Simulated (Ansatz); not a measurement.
Structures of equal composition on the (111) surface of fcc Pt: a layer of Ag in place of the second plane; a layer of Ag in place of the third plane. The slabs share one bottom face, and each structure is named by its start. These are constructed structures in small cells; real faces may alloy, dewet or reconstruct in larger ones, and not all known structures of the face are among them. Slabs of about 11 Å with all that they carry, Fermi-Dirac smearing of 0.1 eV. Bottom of the slabs: a bare face, its two planes held. Relaxed from the named starts with such symmetry as they have, on meshes of like density; energies extrapolated to zero smearing; no spin-orbit coupling, no U. Spin-polarised runs, if any, are marked in brackets, and their order is one that fits the cell; the others ran without spin.

Method: PBE (plane waves to 420 eV, PAW; Ansatz, a quantum-chemistry and plane-wave program).

Problem. Put the candidates in order of energy per 1x1 cell, lowest first, for PBE.

Solution. a layer of Ag in place of the second plane (0.000 eV), a layer of Ag in place of the third plane (0.212 eV)
